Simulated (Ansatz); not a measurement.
## Competing hops of Sr vacancy in rock-salt SrO, charge state -2

Consider Sr vacancy in rock-salt SrO, charge state -2. Computed with PBE, PAW (plane waves to 420 eV; Ansatz, a quantum-chemistry and plane-wave program).

Settings: 64 host sites, the relaxed PBE lattice, the Γ point alone, smearing 0.01 eV, spin-restricted, no image-charge correction. Static, classical nuclei. The charge state is imposed; whether it is stable for some Fermi level was not computed. Forms of the defect that were not tried may lie lower.

Barriers: single points on a 2×2×2 k-point mesh shifted by half a step at the bands' geometries (they differ from the bands' own by up to 0.16 eV, and are uncertain by about as much).

```json
[
 {"Route": "one Sr atom jumps into the vacancy from a nearby Sr site", "Start site over the lowest site run (eV)": "0.00", "Hop (Å)": "3.45", "Forward barrier (eV)": "1.81", "Backward barrier (eV)": "1.81", "Neighbours at the start": "2 O at 2.54, 2 O at 2.59, 2 O at 2.68 Å", "Neighbours at the saddle": "2 O at 2.25 Å", "Saddle order": "not checked, on a symmetry element", "Forward, on the band's own sampling (eV)": "1.65"}
]
```

Paths come from CI-NEB runs.  A band can be held on a symmetry element, so unchecked saddle points there may be too high.
